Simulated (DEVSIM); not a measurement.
System: Schottky contact on p-type GaP, at 400 K.

```
layer (left to right)  material  thickness (μm)  Na (cm⁻³)  τn (s)  τp (s)
---------------------  --------  --------------  ---------  ------  ------
1                           GaP           0.630     1.1e15  1.6e-6  1.6e-6
```

Left contact: Schottky, work function 4.78 eV, emission velocity 8e6 cm/s. Right contact: ohmic. Voltage is applied to the left contact. Recombination: SRH at mid-gap, radiative, Auger. Mobility is constant in doping.

Constants are typed, rounded textbook-type inputs, not results; the design itself was drawn at random and stands for no fabricated device. Values at 300 K; Nc and Nv go as T^1.5, mobilities as T to minus their exponent, the gap by Varshni's rule with the affinity fixed.

| parameter | GaP |
|---|---|
| gap (eV) | 2.26 |
| affinity (eV) | 3.8 |
| permittivity | 11.1 |
| Nc (cm⁻³) | 1.8e19 |
| Nv (cm⁻³) | 1.9e19 |
| μn (cm²/Vs) | 250 |
| μp (cm²/Vs) | 150 |
| T exponent of μn | 1.6 |
| T exponent of μp | 1.98 |
| B (cm³/s) | 1e-13 |
| Cn (cm⁶/s) | 1e-30 |
| Cp (cm⁶/s) | 1e-30 |
| Varshni α (eV/K) | 0.00058 |
| Varshni β (K) | 372 |

Model (solved in DEVSIM): 1D drift-diffusion, Boltzmann statistics, complete ionisation; no tunnelling, impact ionisation, image-force lowering or self-heating. Metal contacts follow the ideal Schottky-Mott rule: no Fermi-level pinning, no interface dipoles.

Task: Tabulate band edges, carrier densities and field at -1.15 V on the left contact.

Result: Energies count from the Fermi level of the right contact; mesh points crowd at the junctions.

```
x (μm)    Ec (eV)  Ev (eV)  n (cm⁻³)  p (cm⁻³)  field (V/cm)
--------  -------  -------  --------  --------  ------------
0.000       2.130   -0.087     1.2e7    5.0e13         -3100
0.006606    2.128   -0.090     1.1e7    1.4e14         -3200
0.01489     2.125   -0.092     1.1e7    2.3e14         -3300
0.02526     2.122   -0.096     1.1e7    3.5e14         -3500
0.04330     2.115   -0.102     1.1e7    5.1e14         -3700
0.06088     2.109   -0.109     1.1e7    6.4e14         -3800
0.08291     2.100   -0.117     1.1e7    7.7e14         -4000
0.1212      2.084   -0.133     1.0e7    9.2e14         -4100
0.1585      2.069   -0.149     1.0e7    1.0e15         -4200
0.2053      2.049   -0.168     1.0e7    1.0e15         -4300
0.2639      2.024   -0.193     1.0e7    1.1e15         -4300
0.3514      1.986   -0.231   9900000    1.1e15         -4300
0.4130      1.960   -0.258   9500000    1.1e15         -4300
0.4622      1.939   -0.279   8900000    1.1e15         -4300
0.5126      1.917   -0.301   7800000    1.1e15         -4300
0.5416      1.904   -0.313   6800000    1.1e15         -4300
0.5647      1.894   -0.323   5700000    1.1e15         -4300
0.5832      1.887   -0.331   4500000    1.1e15         -4300
0.6021      1.878   -0.339   3000000    1.1e15         -4300
0.6130      1.874   -0.344   1900000    1.1e15         -4300
0.6217      1.870   -0.348   1000000    1.1e15         -4300
0.6300      1.866   -0.351     < 1e2    1.1e15         -4300
```
